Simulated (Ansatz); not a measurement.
Take MnS in the CsCl type structure (space group Pm-3m, No. 221; ferromagnetic; a hypothetical phase, not in the database extracts checked) as the base.

```cif
data_MnS
_chemical_formula_sum 'Mn1 S1'
_space_group_name_H-M_alt 'P 1'
_space_group_IT_number 1
_cell_length_a 2.92829
_cell_length_b 2.92829
_cell_length_c 2.92829
_cell_angle_alpha 90.000
_cell_angle_beta 90.000
_cell_angle_gamma 90.000
loop_
_space_group_symop_operation_xyz
  'x, y, z'
loop_
_atom_site_label
_atom_site_type_symbol
_atom_site_fract_x
_atom_site_fract_y
_atom_site_fract_z
_atom_site_occupancy
Mn1 Mn 0.00000 0.00000 0.00000 1
S1 S 0.50000 0.50000 0.50000 1
```

Method: Ansatz (a quantum-chemistry and plane-wave program), PBEsol, PAW, cutoff 420 eV, no spin-orbit coupling.

One change was made to it. Results:

The shortest interatomic distance rises by 19.6 pm (253.6 pm → 273.2 pm); the density goes up by 5.39 g/cm³ to 11.14 g/cm³; the band gap remains zero.

**Question.** Which of these changes matches the shifts?
A. Mn → Hf
B. Mn → Co
C. S → Se

**Answer.** A, Mn → Hf. For comparison, the shortest interatomic distance in the other runs: Mn → Co gives 245.1 pm; S → Se gives 267.6 pm.

The magnetic state is the one reached from the starting moments; the real material's order can differ, and small cells can't hold many antiferromagnetic ones. Stability against distortions was not tested. As relaxed here, HfS, CoS and MnSe are hypothetical phases, not in the database extracts checked. Spin-polarised in the final run: base, CoS and MnSe; the other runs are not.
